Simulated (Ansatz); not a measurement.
## A computed series for TiAl3: response to strain

Start from TiAl$_{3}$ (space group I4/mmm, No. 139; a = 3.848 Å, c = 8.613 Å; relaxed with 0.1 eV smearing).

Strains are applied to the cell and any free atomic positions relax.

Level of theory: DFT with PBE, PAW potentials and a 420 eV plane-wave cutoff in Ansatz (a first-principles code), scalar-relativistic without spin-orbit coupling.

Notes on the quantities. pressure: mean of the normal stresses, compression positive.

```
isotropic strain (%)  pressure (GPa)
--------------------  --------------
0                                0.0
0.98                            -2.9
1.1                                ?
3.5                             -8.8
4.74                           -11.0
5.74                           -12.5
```

Question: Fit P = P₀ − Bδ + Cδ² with δ = (1 + ε)³ − 1 to the rows shown and predict the withheld row.

Answer: Least squares on the printed values gives P₀ = 0.0 GPa, B = 99.1 GPa (at held cell shape), C = 170 GPa (largest residual 0.1 GPa); this predicts -3.2 GPa, and the run gives -3.2 GPa, in agreement.

No phonon test of stability was made. The final runs are not spin-polarised.
